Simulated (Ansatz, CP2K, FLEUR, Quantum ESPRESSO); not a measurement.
# Code comparison for LaIn₅Rh (P4/mmm, 7 atoms in the cell)

Self-consistent single point.

```
LaIn5Rh
1.0
    4.64255     0.00000     0.00000
    0.00000     4.64255     0.00000
    0.00000     0.00000     7.53034
La In Rh
1 5 1
Direct
  0.00000   0.00000   0.00000
  0.50000   0.50000   0.00000
  0.50000   0.00000   0.69223
  0.50000   0.00000   0.30777
  0.00000   0.50000   0.69223
  0.00000   0.50000   0.30777
  0.00000   0.00000   0.50000
```

Shared settings, as Ansatz (a first-principles code) writes them: kpoints.mp_grid.grid = 5 5 3; scf.occupations.method = fermi_dirac; scf.occupations.width = 0.0037 Ry. Potentials and cutoffs stand in the table.

| code | model | pressure (GPa) | largest force (eV/Å) | cutoff |
|---|---|---|---|---|
| Quantum ESPRESSO | LDA (PZ), GBRV 1.5 ultrasoft (LDA) pseudopotentials | -2.62 | 0.111 | 40 Ry |
| Ansatz | LDA (PW92), PAW files made with PBE | -1.44 | 0.126 | default |
| FLEUR | LDA (Perdew-Zunger), all-electron FLAPW (FLEUR), scalar-relativistic valence | – | 0.135 | Kmax 4.2 1/bohr |
| CP2K | LDA (Pade form), GPW, DZVP-MOLOPT-SR-GTH basis, GTH-PADE potentials (GTH_POTENTIALS) | -1.13 | 0.095 | grid 500 Ry |

A dash marks a value that a program does not give, or that is left out as unsure.

On Ansatz's run: spin polarisation is off.

The spread over the programs that give each value: pressure within 1.49 GPa; largest force within 0.040 eV/Å.

CP2K uses small atom-centred bases, whose incompleteness enters pressures, forces and empty levels differently from a plane-wave cutoff. FLEUR treats all electrons, but the usual bases taken here (sphere radii, linearisation, local orbitals, empty states) were not tested for convergence, so the values are no reference for the others. Ansatz's pressure is given at a fixed set of plane waves, as the other plane-wave codes print theirs. The same LDA comes in different parametrisations, which differ slightly.

The starting cell comes from a database of computed structures (which also holds hypothetical and non-ambient phases and stackings), without a prior relaxation at this level. Its lattice was rescaled by a random factor within 2.5 % of one.

Left out of this page: Elk (not drawn, or without a comparable value).

Keys are those of Ansatz 0.2.
